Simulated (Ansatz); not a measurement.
Consider the following.

End structure of a constructed model of the (110) surface of bcc Mo, a pseudomorphic layer of Mg in the host's stacking (bottom of the slab: a bare face, its two planes held):

```
CELL_PARAMETERS angstrom
      2.73735     0.00000     0.00000
     -0.91245     2.58080     0.00000
      0.00000     0.00000    30.00000
ATOMIC_POSITIONS crystal
  Mo 0.50000 0.50000 0.26988
  Mo 0.00000 0.00000 0.34438
  Mo 0.50000 0.50000 0.41890
  Mo 0.00000 0.00000 0.49351
  Mo 0.50000 0.50000 0.56811
  Mo 0.00000 0.00000 0.64115
  Mg 0.50000 0.50000 0.72161
```

Slab: 7 atoms, 13.8 Å thick at the start with caps and adatoms (thin: gaps and levels are the slab's own); k 14x14x1, smearing 0.1 eV, dipole-corrected; single point; on the structure that PBE left under its start's symmetry; no spin, no spin-orbit, no U. It is one candidate, not shown to be the stable structure of the face.

Task: What is the computed work function of the top face (r2SCAN, at the PBE geometry (Ansatz, a quantum-chemistry and plane-wave program))?

Result: 4.12 eV
